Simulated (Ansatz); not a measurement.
Functionals compared on a constructed model of the (111) surface of fcc Al, a pseudomorphic layer of Pd in the host's stacking (bottom of the slab: a bare face, its two planes held), in Ansatz (plane waves, PAW). The structure was relaxed with PBE; the other rows are single points on it. Cutoff 420 eV (500 eV for r2SCAN).

Slab: 7 atoms, 13.8 Å thick at the start with caps and adatoms (thin: gaps and levels are the slab's own); k 15x15x1, smearing 0.1 eV, dipole-corrected; 2 atoms held, the rest relaxed; start symmetry kept, larger cells not searched; no spin, no spin-orbit, no U. In PBE it is, or lies within 0.01 eV a 1x1 cell of, the lowest of the 2 structures of its composition computed so far; subsurface sites and larger cells were not tried. These notes are the PBE run's.

```json
[
 {"functional": "PBE", "work function of the top face (eV)": "4.60", "rough cost of the single point": "–"},
 {"functional": "RPBE", "work function of the top face (eV)": "4.41", "rough cost of the single point": "around 7 core-seconds (rough)"},
 {"functional": "r2SCAN", "work function of the top face (eV)": "4.55", "rough cost of the single point": "very roughly 16 core-seconds"}
]
```

Ansatz is a first-principles code.
